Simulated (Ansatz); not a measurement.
## Hypothetical Fddd WSi2, pressure series

Consider WSi$_{2}$ (space group Fddd, No. 70; a = 4.557 Å, b = 7.874 Å, c = 8.915 Å; a hypothetical phase, not in the database extracts checked).

Cell and atoms are relaxed at each pressure.

Computed with plane-wave PAW DFT at the PBEsol level (Ansatz, a quantum-chemistry and plane-wave program, 420 eV), no spin-orbit coupling.

| pressure (GPa) | volume per atom (Å³/atom) |
|---|---|
| -1 | 13.385 |
| 0 | 13.327 |
| 0.3 | ? |
| 0.7 | 13.287 |
| 1.5 | 13.242 |
| 3 | 13.160 |
| 5 | 13.054 |
| 7.5 | 12.928 |
| 10 | 12.808 |

Task: Fit the third-order Birch–Murnaghan form P(V) = (3B₀/2)[(V₀/V)^(7/3) − (V₀/V)^(5/3)]·[1 + (3/4)(B₀′ − 4)((V₀/V)^(2/3) − 1)] (squares taken in P) to the rows shown and predict the withheld row.

Result: Least squares on the printed values gives V₀ = 13.327 Å³/atom, B₀ = 231 GPa, B₀′ = 4.2; this predicts 13.310 Å³/atom, and the run gives 13.310 Å³/atom, in agreement.

Load acts through the strain it causes; cell and atoms are relaxed under it. Whether these cells are dynamically stable was not tested. No other phases were tried under pressure. All final runs are without spin polarisation.
